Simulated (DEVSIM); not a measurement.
Device: abrupt Si p-n junction, at 300 K.

| layer (left to right) | material | thickness (μm) | Nd (cm⁻³) | Na (cm⁻³) | τn (s) | τp (s) |
|---|---|---|---|---|---|---|
| 1 | Si | 0.150 | - | 1.3e18 | 6.8e-6 | 6.8e-6 |
| 2 | Si | 3.30 | 2e14 | - | 6.8e-6 | 6.8e-6 |

Left contact: ohmic. Right contact: ohmic. Voltage is applied to the left contact. Recombination: SRH at mid-gap, Auger. Mobility is μmin + (μ − μmin)/(1 + (N/Nref)^α).

The device is made up for the run: typed textbook-type constants, with dimensions and the other settings drawn at random. Values at 300 K; Nc and Nv go as T^1.5, mobilities as T to minus their exponent, the gap by Varshni's rule with the affinity fixed.

```csv
parameter,Si
gap (eV),1.124
affinity (eV),4.05
permittivity,11.7
Nc (cm⁻³),2.86e19
Nv (cm⁻³),3.1e19
μn (cm²/Vs),1417
μp (cm²/Vs),470
"μn,min",52
"μp,min",45
"Nref,n",9.7e16
"Nref,p",2.2e17
αn,0.68
αp,0.72
T exponent of μn,2.3
T exponent of μp,2.2
Cn (cm⁶/s),2.8e-31
Cp (cm⁶/s),9.9e-32
Varshni α (eV/K),0.000473
Varshni β (K),636
```

Simulated with DEVSIM: 1D drift-diffusion, Boltzmann statistics, complete ionisation; no tunnelling, impact ionisation, image-force lowering or self-heating.

The temperature was swept, all else fixed.

| temperature (K) | largest field in the device at zero bias (V/cm) | potential step across the device at zero bias (V) | dark forward voltage at 100 A/cm² (V) |
|---|---|---|---|
| 250 | 57000 | 0.824 | 0.789 |
| 300 | 62000 | 0.735 | 0.703 |
| 350 | 67000 | 0.643 | 0.617 |
| 400 | 72000 | 0.548 | 0.530 |
| 450 | 76000 | 0.453 | 0.441 |
| 500 | 80000 | 0.380 | 0.351 |

From the first row to the last the largest field in the device at zero bias goes from 57000 to 80000. From the first row to the last the potential step across the device at zero bias goes from 0.824 to 0.380.
